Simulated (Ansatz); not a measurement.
## Effective masses and thermopower of Ga$_{2}$AsP (R3m)

```
CELL_PARAMETERS angstrom
      1.96118     1.13229     6.40743
     -1.96118     1.13229     6.40743
      0.00000    -2.26457     6.40743
ATOMIC_POSITIONS crystal
  Ga 0.99750 0.99750 0.99750
  Ga 0.50257 0.50257 0.50257
  P  0.62512 0.62512 0.62512
  As 0.12482 0.12482 0.12482
```

Calculation: r2SCAN, rigid bands (plane waves, PAW, scalar-relativistic; Ansatz, a first-principles code). Condition of this run: functional r2SCAN on the same cell. How the cell was made: cell and atoms relaxed with PBEsol.

- band gap = 1.49 eV
- electron conductivity mass (300 K, dilute) = 0.162 (x), 0.162 (y), 0.30 (z) mₑ
- effective density of states N_c (300 K) = 2.9e18 cm⁻³
- density-of-states mass, electrons = 0.24 mₑ
- Seebeck coefficient, n-type 1e19 cm⁻³, 300 K = -239 μV/K

Rigid bands; masses and Seebeck coefficients take one relaxation time τ for all states and one kind of carrier; polarons and phonon drag are left out. Spin-orbit coupling is left out. Geometry: cell and atoms relaxed with PBEsol.

Computed structure with no diffraction record at hand here (it may be known, metastable or hypothetical): Ga2AsP (R3m).
